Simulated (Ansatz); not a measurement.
Short convergence ladders for a (111) slab of AlNi (cut from a parent of space group no. 65; 10 atoms in the cell)

```
AlNi
1.0
    2.74374     0.00000     0.00000
    2.72330     4.13239     0.00000
    0.00000     0.00000    22.20671
Al Ni
5 5
Cartesian
  2.78462   2.13361   7.00000
  2.80505   0.31197   9.05170
  2.80505   2.62273  11.10331
  2.82549   0.80109  13.15501
  2.82549   3.11184  15.20671
  1.42296   0.06742   7.00000
  4.16670   2.37817   9.05170
  1.44340   0.55653  11.10331
  4.18714   2.86728  13.15501
  1.46383   1.04565  15.20671
```

Base method: PBEsol, default PAW files made with PBE (plane waves; Ansatz, a program for electronic structure).

Base settings: basis.ecutwfc = 30.9 Ry; kpoints.mp_grid.grid = 9 5 1; hamiltonian.xc = pbesol; hamiltonian.pseudopotentials = {kind: paw} (the program's default PAW files); scf.occupations.method = gaussian; scf.occupations.width = 0.0073 Ry.

The count of work is k-points × plane waves × bands × iterations; it is no time. Core times come from one kind of shared machine, to one figure; runs under 30 s give none.

**The plane-wave cutoff**

The mesh stays at the base's, so the ladder's end is converged at best in this setting alone.

Only quantities that move along the ladder and can be compared are tabulated.

```csv
basis.ecutwfc,free energy less the last step's (meV/atom),largest difference of a force vector from the last step's (eV/Å),count of work / last,core time / last (rough)
15.4 Ry,5465.38,0.466,0.15,–
18.4 Ry,1273.60,0.183,0.18,–
21.7 Ry,212.26,0.071,0.23,–
26.1 Ry,10.91,0.007,0.25,–
30.9 Ry,1.34,0.001,0.36,–
37.1 Ry,0.59,0.000,0.46,0.5
46.3 Ry,0.28,0.000,0.65,0.6
61.7 Ry,0.00,0.000,1.0,1
```

Coarsest basis.ecutwfc that holds the forces within 0.01 eV/Å of the last step, with all finer ones: 26.1 Ry, at 0.25 of the last step's count of work; the step before is off by 0.071 eV/Å.

Coarsest basis.ecutwfc that holds the free energy within 2 meV/atom of the last step, with all finer ones: 30.9 Ry, at 0.36 of the last step's count of work; the step before is off by 11 meV/atom.

**The depth of the relaxed slab**

On a (111) slab of AlNi (cut from a parent of space group no. 65; 2 atoms in the cell), and deeper slabs.

In this ladder: relax = atoms; relax.f_tol = 0.02 eV/Å.

Surface energy = (E_slab − N e_bulk)/2A, with e_bulk from the bulk crystal on its finest mesh (1584 k-points); errors per atom of slab and bulk, whose meshes differ, grow with N.

The mesh stays at the base's, so the ladder's end is converged at best in this setting alone.

Only quantities that move along the ladder and can be compared are tabulated.

| atoms | surface energy (J/m²) | relaxation steps |
|---|---|---|
| 2 | 1.841 | 1 |
| 4 | 1.747 | 4 |
| 6 | 1.716 | 5 |
| 8 | 1.703 | 6 |

Smallest size that holds the surface energy within 0.1 J/m² of the last step, with all finer ones: 4; the step before is off by 0.14 J/m².

On the base run: the starting cell comes from a database of computed structures (which also holds hypothetical and non-ambient phases and stackings), without a prior relaxation at this level. The slab is cut from that crystal, and its faces are unrelaxed. Its lattice was rescaled by up to half a per cent. Spin polarisation is off.

Keys are those of Ansatz 0.2.
